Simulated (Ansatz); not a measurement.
The starting structures come from a database of crystals and need not be the phases stable at ambient conditions.

 Where the default PAW files enter, the runs use the earlier of Ansatz's two default sets.

Data:

```xyz
2
Lattice="4.2036 0.0000 0.0000 0.0000 4.2036 0.0000 2.1018 -2.1018 2.9724" Properties=species:S:1:pos:R:3 pbc="T T T"
Mg     0.0000     0.0000     0.0000
Te     2.1018     2.1018     0.0000
```

Space group of this cell: Fm-3m, rock salt. The cell is taken as given; by PBEsol its mean pressure is -1.0 GPa.

Method: PBEsol (plane waves, PAW; Ansatz, a program for electronic structure).

The current runs along the normal of the first two printed vectors; no spin-orbit coupling. Scaled by the factor s: the length along the current (ions clamped). Meshes 10×10×10 and 8×8 across the current in all rows.

| s | mean pressure (GPa) | band gap (eV) |
|---|---|---|
| 0.97 | 0.6 | ? |
| 1.00 | -1.0 | 0.44 |
| 1.03 | -2.1 | 0.28 |

**Question.** Take the slope of the band gap against ln s from the two given rows, extrapolate to s = 0.97, and say what the run there gives.

**Answer.** Slope = (0.28 − 0.44) / ln 1.03 = -5.41 eV. The line gives 0.44 + (-5.41) × ln 0.97 = 0.60 eV. The run gives 0.29 eV, 0.31 eV under the line, 191 % of the predicted step.
